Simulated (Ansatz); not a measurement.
Gap of a (5,0) GaN nanotube at several levels, all on one geometry.

Levels: PBE (plane waves to 420 eV, PAW; Ansatz, an electronic-structure program); PBE with spin-orbit coupling (Ansatz); r2SCAN (plane waves to 500 eV, PAW; Ansatz); Ansatz with HSE06. Unmarked values and the geometry are of the first. Mesh 1×1×6. No spin polarisation. Isolated but for its images some 11 Å away. A hypothetical model, rolled from the flat sheet. Symmetry and one short period hold its shape; lower forms weren't sought. HSE06 ran on a 1×1×4 mesh and at PBE's edge points.

```json
[
 {"level": "PBE", "gap (eV)": "1.76"},
 {"level": "PBE+SOC", "gap (eV)": "___"},
 {"level": "r2SCAN", "gap (eV)": "2.14"},
 {"level": "HSE06", "gap (eV)": "2.98"}
]
```

Task: Complete the blanks.

Result: 
- PBE+SOC, gap (eV): 1.76
